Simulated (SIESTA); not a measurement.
A self-consistent single point of Y₃Si (Pm-3m, 4 atoms in the cell) with SIESTA.

Level of theory: GGA PBEsol, numerical atomic orbitals DZP, PseudoDojo PBEsol standard norm-conserving potentials (rewritten from UPF to PSML) (SIESTA 5.4.2).

```
Y3Si
1.0
    4.56843     0.00000     0.00000
    0.00000     4.56843     0.00000
    0.00000     0.00000     4.56843
Y Si
3 1
Cartesian
  0.00000   2.28421   2.28421
  2.28421   0.00000   2.28421
  2.28421   2.28421   0.00000
  0.00000   0.00000   0.00000
```

Reference input (self-consistent single point, DFT, LDA PW92, numerical atomic orbitals DZP, PseudoDojo LDA standard norm-conserving potentials (rewritten from UPF to PSML)): XC.functional = LDA; XC.authors = PW92; potentials = PseudoDojo LDA standard; PAO.BasisSize = DZP; PAO.EnergyShift = 0.01 Ry; MeshCutoff = 300 Ry; kgrid.MonkhorstPack = 6 6 6; OccupationFunction = MP; OccupationMPOrder = 0; ElectronicTemperature = 272 meV; MaxSCFIterations = 150; SCF.Mixer.Method = Pulay. This run's input differs from it in these lines:

```diff
@@ -1,2 +1,2 @@
-# files in the folder: Y.psml Si.psml (PseudoDojo LDA standard)
+# files in the folder: Y.psml Si.psml (PseudoDojo PBEsol standard)
 SystemName  Y3Si
@@ -24,4 +24,4 @@
 
-XC.functional                LDA
-XC.authors                   PW92
+XC.functional                GGA
+XC.authors                   PBEsol
 PAO.BasisSize                DZP
```

The program printed (abridged):

```
        iscf     Eharris(eV)        E_KS(eV)     FreeEng(eV)     dDmax    Ef(eV) dHmax(eV)
   scf:    1    -3421.961621    -3443.115851    -3443.271913  1.669252 -4.789206  2.622639
   scf:    2    -3443.503909    -3443.318086    -3443.474326  0.038692 -4.843182  2.129373
   scf:    3    -3443.777315    -3443.619518    -3443.773055  0.122532 -5.016476  0.580612
   scf:    4    -3443.692391    -3443.670430    -3443.825915  0.057268 -5.066263  0.144334
   scf:    5    -3443.659507    -3443.665397    -3443.821129  0.006067 -5.058749  0.259971
   scf:    6    -3443.674797    -3443.673188    -3443.828644  0.018346 -5.082226  0.024586
   scf:    7    -3443.673066    -3443.673132    -3443.828673  0.000787 -5.082141  0.014786
   scf:    8    -3443.673251    -3443.673201    -3443.828711  0.001147 -5.079637  0.002892
mix: Pulay -- inversion failed, > SVD [rank/size] 5 / 7
   scf:    9    -3443.673180    -3443.673190    -3443.828712  0.000084 -5.079669  0.001424
   scf:   10    -3443.673183    -3443.673187    -3443.828712  0.000098 -5.079554  0.000008
mix: Pulay -- inversion failed, > SVD [rank/size] 5 / 7
   scf:   11    -3443.673187    -3443.673187    -3443.828712  0.000001 -5.079553  0.000001
SCF Convergence by DM+H criterion
max |DM_out - DM_in|         :     0.0000005011
max |H_out - H_in|      (eV) :     0.0000009219
SCF cycle converged after 11 iterations

Using DM_out to compute the final energy and forces

siesta: E_KS(eV) =            -3443.6732

siesta: E_KS - E_eggbox =     -3443.6732

siesta: Atomic forces (eV/Ang):
     1   -0.000000   -0.000000   -0.000000
     2   -0.000000   -0.000000   -0.000000
     3    0.000000    0.000000    0.000000
     4    0.000000    0.000000    0.000000
   Tot   -0.000000   -0.000000    0.000000
   Max    0.000000
   Res    0.000000    sqrt( Sum f_i^2 / 3N )
   Max    0.000000    constrained

Stress tensor Voigt[x,y,z,yz,xz,xy] (kbar):       -9.55       -9.55       -9.55       -0.00       -0.00        0.00
(Free)E + p*V (eV/cell)    -3443.2601
   [... lines left out ...]
siesta: FreeEng =     -3443.828712
   [... lines left out ...]
siesta:    -0.005963    0.000000   -0.000000
siesta:     0.000000   -0.005963   -0.000000
siesta:    -0.000000   -0.000000   -0.005963

siesta: Cell volume =         95.345534 Ang**3

siesta: Pressure (static):
siesta:                Solid            Molecule  Units
siesta:           0.00006495          0.00006495  Ry/Bohr**3
siesta:           0.00596342          0.00596342  eV/Ang**3
siesta:           9.55444977          9.55444977  kBar
```

The run converged in 11 iterations. Against the reference run the pressure goes from -1.17 to 0.96 GPa.

The starting cell comes from a database of computed structures (which also holds hypothetical and non-ambient phases and stackings), without a prior relaxation at this level. Its lattice was rescaled by a random factor within 2.5 % of one. Values carry the incompleteness of an atom-centred basis.
